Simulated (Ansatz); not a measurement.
```xyz
2
Lattice="0.0000 2.8136 2.8136 2.8136 0.0000 2.8136 2.8136 2.8136 0.0000" Properties=species:S:1:pos:R:3 pbc="T T T"
Ga     0.0000     0.0000     0.0000
As     1.4068     1.4068     1.4068
```

Computed with r2SCAN with spin-orbit coupling, rigid bands (plane waves, PAW; Ansatz, a first-principles code). Condition of this run: hydrostatic pressure of 1.2 GPa (compression positive) (the target of the relaxation). Geometry: cell and atoms relaxed with PBEsol, then loaded as said.

**Question.** What conductivity effective mass do dilute holes have at 300 K?

**Answer.** 0.39 mₑ.

**Question.** What conductivity effective mass do dilute electrons have at 300 K?

**Answer.** 0.066 mₑ.

**Question.** And the band gap?

**Answer.** 1.02 eV at this level; semilocal functionals usually fall short of the measured gap.

Rigid bands, one relaxation time for all states, no polarons. Geometry: cell and atoms relaxed with PBEsol.
